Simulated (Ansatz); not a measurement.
The parent structure is Ba in the bcc (W type) structure (space group Im-3m, No. 229; a = 4.883 Å).

Computed with PBEsol (Ansatz, a first-principles code, PAW, no SOC).

Before the change:

The volume per atom is 58.20 Å³. The band gap is zero.

It is then changed as follows: Sr takes the place of Ba on all its sites; the structure is relaxed again.

Q: Predict the new volume per atom.

A: The volume per atom decreases by 7.11 Å³ to 51.09 Å³.

Q: Predict the new band gap.

A: The band gap remains zero.

Stability against distortions was not tested. This is not the structure that Sr has at room temperature and ambient pressure.
